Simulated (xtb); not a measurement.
xtb 6.7.1, GFN1-xTB: Fe(OH)(amdMe)(tmeda) (CC1[N](C)[Fe]2([OH])(<-[N]=1C)<-[N](C)(C)CC[N]->2(C)C), charge 0, multiplicity 5, 42 atoms. The geometry is a generated start, not checked to be a minimum at this level.

| Quantity | Value |
|---|---|
| method | GFN1-xTB |
| --acc | 1 (default) |
| --etemp (K) | 300 (default) |
| detailed input (--input) | none: ANC optimiser, Lindh (1995) Hessian, microcycle=20, maxdispl=1.0, hlow=0.01 (default) |
| basis functions | 122 |
| valence electrons | 100 |

Charge 0 and multiplicity 5 are set for this test and not shown to be the ground state. GFN-xTB has no spin term: --uhf 4 sets the occupations alone.

The structure is relaxed from this start with --opt LEVEL for the levels crude, sloppy, loose, lax, normal, tight, vtight, extreme, once each. Up to the end of the extreme run atoms move by at most 0.55 Å along an axis.

**Question.** Choose the cheapest level whose final energy lies within 1 meV of that of extreme.

**Answer.** tight: 44 cycles against 68, ending 0.17 meV above.

```csv
level,cycles,energy above the extreme run (meV),gradient norm (eV/Å)
crude,6,12,0.16
sloppy,8,7.1,0.085
loose,9,6.0,0.19
lax,12,4.4,0.091
normal,22,2.3,0.015
tight,44,0.17,0.0096
vtight,62,under 0.01,0.0036
extreme,68,—,0.0013
```
